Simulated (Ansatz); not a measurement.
## Hypothetical CsCl type GaN, pressure series

The parent structure is GaN in the CsCl type structure (space group Pm-3m, No. 221; a = 2.703 Å; a hypothetical phase, not in the database extracts checked).

Cell and atoms are relaxed at each pressure.

All numbers come from Kohn–Sham DFT with the PBEsol functional, run in Ansatz (an electronic-structure program) with PAW and 420 eV plane waves, scalar-relativistic without spin-orbit coupling.

| P (GPa) | V (Å³/atom) |
|---|---|
| -2.00 | 9.996 |
| -1.00 | 9.934 |
| 0.29 | 9.858 |
| 0.69 | 9.835 |
| 1.48 | 9.790 |
| 3.00 | 9.707 |
| 5.00 | 9.603 |
| 7.50 | 9.480 |
| 10.00 | 9.367 |

A third-order Birch–Murnaghan fit to these points gives V₀ = 9.87 Å³/atom, B₀ = 168 GPa and B₀′ = 4.4. At pressure 10 GPa the volume is 94.9 % of V₀.

Load acts through the strain it causes; cell and atoms are relaxed under it. No phonon test of stability was made. Competing high-pressure phases were not computed. The final runs are not spin-polarised.
